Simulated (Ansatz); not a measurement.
```
CELL_PARAMETERS angstrom
      4.18699     0.00000     0.00000
     -2.09349     3.62604     0.00000
      0.00000     0.00000     6.89779
ATOMIC_POSITIONS crystal
  Cu 0.66667 0.33333 0.87373
  Cu 0.33333 0.66667 0.37373
  I  0.66667 0.33333 0.50127
  I  0.33333 0.66667 0.00127
```

No spin polarisation.

Hole doping at 3.0×10^21 cm⁻³ (0.314 per cell), with a uniform compensating background at fixed cell and a 300 K Fermi–Dirac width.

All numbers come from PBEsol, PAW, 420 eV (Ansatz, a program for electronic structure; no spin-orbit coupling). k-mesh 16×16×9 (Γ-centred); smearing 0.0259 eV (Fermi–Dirac).

### Question
Estimate the gap between the host's bands.

### Answer
1.40 eV.

### Question
Predict the Fermi level relative to the doped band's edge (positive inside the band; to 0.05 eV).

### Answer
+0.35 eV.

### Question
Estimate the gap character.

### Answer
Direct at Γ.

Carriers are added with a uniform compensating background; total energy and stress of such cells depend on the potential's zero and are not compared; many-body gap narrowing is missing at this level. Spin-orbit coupling, missing from the scalar runs, can matter with I. Stability against distortions was not tested. The final runs are not spin-polarised. The cell was made from CuI in the wurtzite structure (space group P6_3mc, No. 186) by this change: holes 3.0×10^21 cm⁻³. This is not the structure that CuI has at room temperature and ambient pressure.
